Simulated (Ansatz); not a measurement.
Antifluorite Be2C, treated with PBE0 (Ansatz, a quantum-chemistry and plane-wave program, PAW).

Run with plane-wave cutoff 520 eV, 10×10×10 k mesh, scalar-relativistic PAW data made under PBE.

Computed at the level's own relaxed cell.

```
CELL_PARAMETERS angstrom
      0.00000     2.15287     2.15287
      2.15287     0.00000     2.15287
      2.15287     2.15287     0.00000
ATOMIC_POSITIONS crystal
  Be 0.25000 0.25000 0.25000
  Be 0.75000 0.75000 0.75000
  C  0.00000 0.00000 0.00000
```

Task: Give the elastic tensor (Voigt notation, GPa, ions relaxed, in the Cartesian axes of the cell as printed).

Result: 
```
  612.6    13.4    13.4     0.0     0.0     0.0
   13.4   612.6    13.4     0.0     0.0     0.0
   13.4    13.4   612.6     0.0     0.0     0.0
    0.0     0.0     0.0   219.7     0.0     0.0
    0.0     0.0     0.0     0.0   219.7     0.0
    0.0     0.0     0.0     0.0     0.0   219.7
```

Computed values are for the static lattice.
